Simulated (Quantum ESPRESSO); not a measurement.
Input and output of a self-consistent single point for Al3Ga (Pm-3m, 4 atoms in the cell) (Quantum ESPRESSO).

Method of the run: PBEsol, PseudoDojo standard norm-conserving (PBESOL) pseudopotentials (plane waves; Quantum ESPRESSO 7.5).

```xyz
4
Lattice="4.0028 0.0000 0.0000 0.0000 4.0028 0.0000 0.0000 0.0000 4.0028" Properties=species:S:1:pos:R:3 pbc="T T T"
Al     2.0014     2.0014     0.0000
Al     0.0000     2.0014     2.0014
Al     2.0014     0.0000     2.0014
Ga     0.0000     0.0000     0.0000
```

Reference input (self-consistent single point, DFT, PBEsol, plane waves, PseudoDojo standard norm-conserving (PBESOL) pseudopotentials): ecutwfc = 80 Ry; occupations = smearing; smearing = cold; degauss = 0.0073499 Ry; potentials = {Al: Al.upf, Ga: Ga.upf}; K_POINTS = automatic 11 11 11 1 1 1; conv_thr = 1e-10 Ry; mixing_beta = 0.4. This run's input differs from it in these lines:

```diff
@@ -31,3 +31,3 @@
 K_POINTS {automatic}
-11 11 11  1 1 1
+9 9 9  1 1 1
```

Output (repeated stretches shortened):

```
     Self-consistent Calculation

     iteration #  1     ecut=    80.00 Ry     beta= 0.40

     Threshold (ethr) on eigenvalues was too large:
     Diagonalizing with lowered threshold

     total energy              =    -166.61644843 Ry
     estimated scf accuracy    <       0.03214471 Ry

     iteration #  2     ecut=    80.00 Ry     beta= 0.40

     total energy              =    -166.61579050 Ry
     estimated scf accuracy    <       0.00727120 Ry

     iteration #  3     ecut=    80.00 Ry     beta= 0.40

     total energy              =    -166.61605621 Ry
     estimated scf accuracy    <       0.00079489 Ry

   [... 4 blocks of this kind left out ...]

     iteration #  8     ecut=    80.00 Ry     beta= 0.40

     total energy              =    -166.61612853 Ry
     estimated scf accuracy    <       0.00000001 Ry

     iteration #  9     ecut=    80.00 Ry     beta= 0.40
     End of self-consistent calculation

     the Fermi energy is     9.4865 ev

!    total energy              =    -166.61612853 Ry
     estimated scf accuracy    <          2.3E-11 Ry
     smearing contrib. (-TS)   =      -0.00016143 Ry
     internal energy E=F+TS    =    -166.61596710 Ry

     convergence has been achieved in   9 iterations

     Forces acting on atoms (cartesian axes, Ry/au):

     atom    1 type  1   force =     0.00000000    0.00000000    0.00000000
   [... zero for the other atoms too ...]

     Total force =     0.000000     Total SCF correction =     0.000000

          total   stress  (Ry/bohr**3)                   (kbar)     P=       17.26
   0.00011730   0.00000000   0.00000000           17.26        0.00        0.00
   0.00000000   0.00011730   0.00000000            0.00       17.26        0.00
   0.00000000   0.00000000   0.00011730            0.00        0.00       17.26

   JOB DONE.
```

The run converged in 9 iterations. Against the reference run the free energy rises by 5.7 meV/atom and the pressure goes from 1.59 to 1.73 GPa.

The starting cell comes from a database of computed structures (which also holds hypothetical and non-ambient phases and stackings), without a prior relaxation at this level.
